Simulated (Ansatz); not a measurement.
BP (F-43m), PBEsol, rigid bands run with Ansatz (an electronic-structure program): N_v = 3.85e19 cm⁻³ at 300 K and a hole conductivity mass of 0.386 mₑ.

### Question
For 1e16 holes per cm³ at 300 K, place the Fermi level, estimate the Seebeck coefficient of a parabolic band with constant τ, and give mobility and conductivity for τ = 20 fs.

### Answer
The level lies k_BT ln(N_v/p) = 0.213 eV above the valence-band maximum. S ≈ +(k_B/e)[ln(N_v/p) + 5/2] = 927 μV/K, against 921 μV/K from the full bands (mean over directions). μ = eτ/m = 91.1 cm²/(V·s) and σ = peμ = 0.146 S/cm. τ is assumed, not computed.

Band transport and this doping are assumed; polarons and phonon drag are left out. Spin-orbit coupling is left out; where it splits the top of the valence band, N_v and the p-type Seebeck coefficient come out somewhat high without it.
